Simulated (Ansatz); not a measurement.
# CdTe: strain along the normal

CdTe (zinc blende, F-43m, 32.901 Å³/atom at rest) under an equal strain ε in the (111) plane with the normal axis free, as in a coherent film. LDA in Ansatz, a plane-wave DFT program (PAW, default set), 420 eV, 9×9×9 Γ-centred mesh, Fermi-Dirac smearing 0.05 eV; ions are relaxed within the symmetry of each cell.

Here s stands for strain and y for normal strain.

| strain (%) | normal strain (%) |
|---|---|
| -2.50 | ? |
| -1.25 | 1.07 |
| -0.83 | 0.71 |
| -0.42 | 0.36 |
| 0.00 | 0.00 |
| 0.42 | -0.35 |
| 0.83 | -0.70 |
| 1.25 | -1.05 |

Using a straight line, estimate the missing y at s = -2.50 from the other rows, showing the fit.

Means: s 0, y 0.006. About the means, the sum of products is -4.1185 and the sum of squares of s is 4.8556; the slope is their ratio. Least squares gives y = 0.006 - 0.8482·s. Residuals (row less fit): 0.004, 0.000, -0.002, -0.006, 0.000, -0.002, 0.004; standard error 0.004 (degrees of freedom: 5). The slope, -0.85 ± 0.00, is the elastic response of the normal axis. At the withheld row, y = 0.006 - 0.8482 × (-2.50) = 2.126%. The calculation gives 2.17%, 0.044% above the prediction (1.4 % of the range of y in the table). The row lies outside the fitted rows, so this is an extrapolation. The fitted rows scatter only by rounding.

One order more, fitted to all 13 runs of the series, follows each within 0.01, so the miss is the next term of a smooth law. Rows are the converged runs of the series near zero and its far end; series whose fitted rows scatter by over a few per cent of the range, as at a crossing or softening among them, aren't shown in this form. Most that stay on the fit to the last digits aren't either.
